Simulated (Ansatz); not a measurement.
Reference: MgO (Fm-3m), r2SCAN, rigid bands (plane waves, PAW, scalar-relativistic; Ansatz, a program for electronic structure); axes and stresses refer to this cell.

```yaml
crystal:
  lattice:
    - [0.00000, 2.10220, 2.10220]
    - [2.10220, 0.00000, 2.10220]
    - [2.10220, 2.10220, 0.00000]
  atoms:
    - { symbol: Mg, position: [0.00000, 0.00000, 0.00000] }
    - { symbol: O, position: [0.50000, 0.50000, 0.50000] }
```

* **Seebeck coefficient, n-type 1e19 cm⁻³**: -178 μV/K
* **Seebeck coefficient, p-type 1e19 cm⁻³**: 505 μV/K
* **hole conductivity mass**: 2.3 mₑ

| Change | Seebeck coefficient, n-type 1e19 cm⁻³ | Seebeck coefficient, p-type 1e19 cm⁻³ | hole conductivity mass |
|---|---|---|---|
| biaxial stress xx = yy = -1 GPa (compression positive) | -178 μV/K | 503 μV/K | 2.3 mₑ |
| biaxial stress xx = yy = -2 GPa (compression positive) | -178 μV/K | 500 μV/K | 2.2 mₑ |
| hydrostatic pressure -2 GPa | -177 μV/K | 506 μV/K | 2.3 mₑ |
| hydrostatic pressure 10 GPa | ? | ? | ? |
| hydrostatic pressure 2 GPa | -180 μV/K | 503 μV/K | ? |
| hydrostatic pressure 5 GPa | -181 μV/K | 501 μV/K | 2.2 mₑ |

**Question.** Some entries are withheld; supply them.

**Answer.** 
- hydrostatic pressure 10 GPa, Seebeck coefficient, n-type 1e19 cm⁻³: -183 μV/K
- hydrostatic pressure 10 GPa, Seebeck coefficient, p-type 1e19 cm⁻³: 498 μV/K
- hydrostatic pressure 10 GPa, hole conductivity mass: 2.2 mₑ
- hydrostatic pressure 2 GPa, hole conductivity mass: 2.3 mₑ

Masses are for dilute carriers at 300 K, harmonic means over directions unless an axis is named. Seebeck coefficients are for the stated density at 300 K, with one relaxation time for all states and whether or not that doping can be reached. Spin-orbit coupling is left out unless a row names it. Stresses and pressures are the targets of the relaxation.  The structure type is held under load, also where the real crystal would transform.
